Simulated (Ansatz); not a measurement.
C on the 1x1 (0001) surface of hcp Ru, one in a 1x1 cell, energies for each (6.4 Å²). Energies are against an atom of graphite, without zero-point or thermal terms; each row is named by its start.

Calculation: PBE (plane waves to 420 eV, PAW; Ansatz, an electronic-structure program).

Set-up: 5 atoms, 6.3 Å thick at the start under the adsorbate (thin: gaps and levels are the slab's own); mesh 12x12x1; 0.1 eV smearing; dipole correction on; 2 atoms held, the rest relaxed; each run with such symmetry as its start has; spin where the adsorbate may keep a moment, no spin-orbit, no U, no dispersion correction.

A negative adsorption energy means that the adsorbate is more stable on the surface than in its reference. Starts that drift may end in the same place. Heights count from the host atoms within 0.3 Å of the top one.

```
starting site                           E_ads (eV)  height (Å)  nearest host atom (Å)  bonded to  Δ work function (eV)  lateral drift (Å)  moment (μB)
--------------------------------------  ----------  ----------  ---------------------  ---------  --------------------  -----------------  -----------
top Ru                                        3.03        1.70                Ru 1.70         Ru                  1.99                0.0          0.0
hollow Ru-Ru-Ru                               1.80        1.12                Ru 1.93       3 Ru                  0.58                0.0            –
hollow Ru-Ru-Ru over Ru at depth 2.1 Å        1.66        1.13                Ru 1.94       3 Ru                  0.62                0.0            –
bridge Ru-Ru (span 2.7 Å)                     1.66        1.13                Ru 1.93       3 Ru                  0.62                0.8            –
```
